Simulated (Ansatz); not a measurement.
Cost and result by functional for the adsorption energy of OH on the 1x1 (10-10) surface of wurtzite GaN (cut with top plane Ga + N), one in a 2x1 cell, started at the site 'top Ga', in Ansatz (plane waves, PAW). Single points on the PBE structure, on one kind of machine; costs are rough ratios of the slab run's core time (references not counted) to the cheapest single point. r2SCAN's cost holds its higher cutoff (500 against 420 eV). Differences are taken against r2SCAN for comparison alone: no measured value is at hand, so the table doesn't rank accuracy. The points keep PBE's geometry, so the relaxation of a polaron and the settling of charge on one site are left out.

Host crystal: wurtzite GaN, with a band gap (PBE, scalar-relativistic without spin-orbit coupling).

Set-up: 34 atoms, 9.3 Å thick at the start under the adsorbate (thin: gaps and levels are the slab's own); mesh 3x4x1; 0.01 eV smearing; dipole correction on; 16 atoms held, the rest relaxed; no symmetry held; spin-polarised, ending with about 1.0 μB a cell; orders that need a larger cell were not tried, no spin-orbit, no U, no dispersion correction. At the end it is bonded to Ga. In PBE it is, or lies within 0.03 eV of, the lowest of the starts that converged. These notes are the PBE run's. r2SCAN: The program's check for a lower electronic state was not made. Adsorption energies are against H2O(g) − ½ H2(g). A negative adsorption energy means that the adsorbate is more stable on the surface than in its reference.

| functional | relative cost | adsorption energy (eV) | less r2SCAN (eV) |
|---|---|---|---|
| RPBE | 1 | 0.47 | 0.37 |
| r2SCAN | 1 | 0.10 | 0.00 |
| PBE (the relaxed run's value) | – | 0.44 | 0.34 |

The values span 0.37 eV, while the single points' costs differ by a factor of roughly 1. Differences are of unrounded values.

Ansatz is a quantum-chemistry and plane-wave program.
